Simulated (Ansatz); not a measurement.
Start from Cu in the fcc (Cu type) structure (space group Fm-3m, No. 225; a = 3.518 Å; relaxed with 0.1 eV smearing). Axes: x, y, z lie along the cube axes.

All numbers come from LDA (Ansatz, a quantum-chemistry and plane-wave program, PAW, no spin-orbit coupling).

Strains are applied to the cell and any free atomic positions relax; under biaxial strain the out-of-plane vector relaxes too.

One change was made to it. Results:

The energy goes up by 9.5 meV/atom; the volume per atom goes up by 0.28 Å³ to 11.17 Å³.

Problem. What was done to the base?
(A) biaxial strain +2.08 %, plane normal [111], relaxed out of plane
(B) biaxial strain +1.25 %, plane normal [111], relaxed out of plane
(C) biaxial strain +0.83 %, plane normal [111], relaxed out of plane

Solution. A, biaxial strain +2.08 %, plane normal [111], relaxed out of plane. For comparison, the energy relative to the base in the other runs: biaxial strain +1.25 %, plane normal [111], relaxed out of plane gives +3.6 meV/atom; biaxial strain +0.83 %, plane normal [111], relaxed out of plane gives +1.6 meV/atom.

No phonon test of stability was made. All final runs are without spin polarisation.
